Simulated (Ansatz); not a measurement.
**A computed series for BP: pressure series**

Consider BP in the zinc blende structure (space group F-43m, No. 216; a = 4.548 Å).

Cell and atoms are relaxed at each pressure.

All numbers come from Kohn–Sham DFT with the PBE functional, run in Ansatz (an electronic-structure program) with PAW and 420 eV plane waves, scalar-relativistic without spin-orbit coupling, earlier PAW set.

Candidates:
(a) pressure −1 GPa
(b) pressure 45 GPa
(c) pressure 9 GPa

Base values:

| Item | Value |
|---|---|
| Band gap | 1.25 eV |

Q: Order them by band gap, highest first.

A: (a) pressure −1 GPa (1.26 eV), (c) pressure 9 GPa (1.17 eV), (b) pressure 45 GPa (0.93 eV)

Load acts through the strain it causes; cell and atoms are relaxed under it. Whether these cells are dynamically stable was not tested. Competing high-pressure phases were not computed.
